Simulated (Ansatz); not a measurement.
Si (diamond structure), cut as (100) film, 5 layers, dimers on {100} faces where they fit, ended by OH; geometry relaxed with PBE. The in-plane lattice is held at the bulk value. With Ansatz (a quantum-chemistry and plane-wave program) with PBE the gap on the k-mesh of the run is 1.06 eV. k-points: Γ-centred 4×4×1 mesh; occupations: Fermi-Dirac, 0.020 eV; spin polarisation not allowed. No spin-orbit coupling.

**Question.** What gap does HSE06 run with Ansatz give on the same geometry and mesh?

**Answer.** 1.72 eV, wider by 0.66 eV.
